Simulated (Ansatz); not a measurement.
Band structure of Pt (Fm-3m, 1 atom in the cell).

```
CELL_PARAMETERS angstrom
      0.00000     1.96000     1.96000
      1.96000     0.00000     1.96000
      1.96000     1.96000     0.00000
ATOMIC_POSITIONS crystal
  Pt 0.00000 0.00000 0.00000
```

Method: PBE, PAW files (plane waves; Ansatz, a quantum-chemistry and plane-wave program).

Settings: kpoints.mp_grid.grid = 12 12 12; hamiltonian.xc = pbe; hamiltonian.pseudopotentials = {kind: paw} (an earlier, softer set of the program's PAW files); scf.occupations.method = gaussian; scf.occupations.width = 0.01 Ry; kpoints.band_path.npoints = 8.

The starting cell has typed, rounded lattice constants, without a prior relaxation at this level. Spin-orbit coupling is off. Spin polarisation is off.

Levels in eV from the Fermi level, bands 6 to 12:
| point | 6 | 7 | 8 | 9 | 10 | 11 | 12 |
|---|---|---|---|---|---|---|---|
| Γ | -3.83 | -3.83 | -3.83 | -1.66 | -1.66 | 14.60 | 19.55 |
| X | -6.67 | -0.01 | 0.48 | 0.48 | 1.74 | 8.87 | 11.38 |
| W | -4.60 | -4.60 | -2.03 | 0.49 | 7.11 | 8.27 | 8.27 |
| K | -5.52 | -2.89 | -1.34 | -0.19 | 5.73 | 6.72 | 10.10 |
| L | -3.89 | -3.89 | -0.52 | 0.03 | 0.03 | 5.83 | 14.17 |
| U | -5.52 | -2.89 | -1.34 | -0.19 | 5.73 | 6.72 | 10.10 |

Bands cross the Fermi level along this path, so the cell is metallic at this level.

Keys are those of Ansatz 0.2.
